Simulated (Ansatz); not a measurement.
**Se with two functionals, biaxial strain +3.40 %, plane normal [001], relaxed out of plane**

The parent structure is Se (space group P3_121, No. 152; a = 4.5294 Å, c = 5.0424 Å; made of chains). Axes: x lies along a and z along c of the hexagonal cell.

(Cell as relaxed with PBE.)

Levels (all Ansatz, an electronic-structure program, PAW, earlier PAW set): PBE (420 eV, no spin-orbit coupling); r2SCAN (500 eV, no SOC).

Each level relaxes its own structure.

```json
[
 {"base": "volume per atom", "PBE": "29.86 Å³", "r2SCAN": "29.25 Å³"},
 {"base": "lattice parameter a", "PBE": "4.529 Å", "r2SCAN": "4.507 Å"},
 {"base": "band gap", "PBE": "1.04 eV", "r2SCAN": "1.33 eV"}
]
```

Perturbation: biaxial strain +3.40 %, plane normal [001], relaxed out of plane (Cartesian); in-plane vectors clamped, the third vector and the atoms free.

```
quantity                 PBE  r2SCAN
-------------------  -------  ------
out-of-plane strain  -0.71 %     ___
band gap             1.21 eV     ___
smallest direct gap  1.42 eV     ___
```

Problem. Predict the r2SCAN column.

Solution. 
- out-of-plane strain, r2SCAN: -0.94 %
- band gap, r2SCAN: 1.55 eV
- smallest direct gap, r2SCAN: 1.78 eV

PBE's out-of-plane strain lies 0.23 % above r2SCAN's; PBE's band gap lies 0.34 eV below r2SCAN's; PBE's smallest direct gap lies 0.36 eV below r2SCAN's. Neither level is exact; r2SCAN is the comparison here, not a measurement.

Whether these cells are dynamically stable was not tested. No dispersion term is included, though the crystal is made of layers, chains or molecules, so its spacings can come out too wide.
